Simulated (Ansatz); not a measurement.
Consider the energy of configuration A over configuration B. The value is E(A) − E(B).

Cell A: a slab of Cu (fcc, Fm-3m) cut along (111), 17 atoms, hexagonal cell of 4.45 Å (17.1 Å²), symmetry P31m, 11.0 Å thick under 16 Å of vacuum, in-plane vectors held at the crystal's; planes from bottom to top: Cu3 × 5 | C | O, its two faces unlike (dipole correction applied); added, foreign or displaced atoms, above the top plane: CO bound through C to 3 Cu at 2.04 Å; spin state with PBE: run without spin, k-point mesh 12×12×1.
```yaml
crystal:
  lattice:
    - [4.44564, 0.00000, 0.00000]
    - [2.22282, 3.85004, 0.00000]
    - [0.00000, 0.00000, 26.92669]
  atoms:
    - { symbol: Cu, position: [0.00041, 0.33333, 0.29756] }
    - { symbol: Cu, position: [0.99930, 0.00070, 0.37471] }
    - { symbol: Cu, position: [0.33333, 0.00000, 0.45198] }
    - { symbol: Cu, position: [0.00276, 0.33333, 0.52991] }
    - { symbol: Cu, position: [0.99879, 0.00121, 0.60856] }
    - { symbol: Cu, position: [0.33292, 0.66708, 0.29756] }
    - { symbol: Cu, position: [0.33404, 0.33333, 0.37471] }
    - { symbol: Cu, position: [0.66667, 0.33333, 0.45287] }
    - { symbol: Cu, position: [0.33057, 0.66943, 0.52991] }
    - { symbol: Cu, position: [0.33454, 0.33333, 0.60856] }
    - { symbol: Cu, position: [0.66667, 0.99959, 0.29756] }
    - { symbol: Cu, position: [0.66667, 0.66596, 0.37471] }
    - { symbol: Cu, position: [0.00000, 0.66667, 0.45198] }
    - { symbol: Cu, position: [0.66667, 0.99724, 0.52991] }
    - { symbol: Cu, position: [0.66667, 0.66546, 0.60856] }
    - { symbol: C, position: [0.66667, 0.33333, 0.66080] }
    - { symbol: O, position: [0.66667, 0.33333, 0.70441] }
```

Cell B: a slab of Cu (fcc, Fm-3m) cut along (111), 17 atoms, hexagonal cell of 4.45 Å (17.1 Å²), symmetry P31m, 11.4 Å thick under 16 Å of vacuum, in-plane vectors held at the crystal's; planes from bottom to top: Cu3 × 5 | C | O; added, foreign or displaced atoms, above the top plane: CO bound through C to 1 Cu at 1.85 Å; spin state with PBE: run without spin, k-point mesh 12×12×1.
```yaml
crystal:
  lattice:
    - [4.44564, 0.00000, 0.00000]
    - [2.22282, 3.85004, 0.00000]
    - [0.00000, 0.00000, 27.39927]
  atoms:
    - { symbol: Cu, position: [0.99996, 0.33333, 0.29256] }
    - { symbol: Cu, position: [0.00000, 0.00000, 0.36818] }
    - { symbol: Cu, position: [0.33333, 0.99731, 0.44466] }
    - { symbol: Cu, position: [0.00467, 0.33333, 0.52102] }
    - { symbol: Cu, position: [0.00000, 0.00000, 0.59472] }
    - { symbol: Cu, position: [0.33333, 0.66671, 0.29256] }
    - { symbol: Cu, position: [0.33333, 0.33333, 0.36887] }
    - { symbol: Cu, position: [0.66936, 0.33333, 0.44466] }
    - { symbol: Cu, position: [0.33333, 0.66200, 0.52102] }
    - { symbol: Cu, position: [0.33333, 0.33333, 0.60065] }
    - { symbol: Cu, position: [0.66671, 0.99996, 0.29256] }
    - { symbol: Cu, position: [0.66667, 0.66667, 0.36818] }
    - { symbol: Cu, position: [0.99731, 0.66936, 0.44466] }
    - { symbol: Cu, position: [0.66200, 0.00467, 0.52102] }
    - { symbol: Cu, position: [0.66667, 0.66667, 0.59472] }
    - { symbol: C, position: [0.33333, 0.33333, 0.66807] }
    - { symbol: O, position: [0.33333, 0.33333, 0.71005] }
```

Computed with Ansatz (plane waves, PAW), its default PAW set, cutoff 420 eV, 500 eV for r2SCAN. The structures are at rest with PBE, within the held lattices; other levels are single points on them. Neutral cells; Fermi-Dirac smearing of at most 0.10 eV in the solids, energies taken to zero width. The lattices are those relaxed with PBE, so at other levels the solids can be strained, which adds to the spread. A dispersion term (D3(BJ), or D4 for r2SCAN) was computed beside these levels and is taken off wherever the name lacks it. No zero-point or thermal terms. The structures are the rest points that the relaxations reached, not proven lowest. No Hubbard U is applied. Values are for these cell sizes. Cell A has symmetry P31m and got no random move, so less symmetric positions, which may lie lower, weren't tried. Cell B has symmetry P31m and got no random move, so less symmetric positions, which may lie lower, weren't tried.

Give the value at the level r2SCAN.

-0.11 eV for A less B, so A lies lower.

List the value at the remaining levels and say how far they part.


```tsv
Level	value (eV)	less r2SCAN
PBE	-0.12	-0.01
```

The levels span only 0.01 eV, too little to tell them apart.

Ansatz is an electronic-structure program.
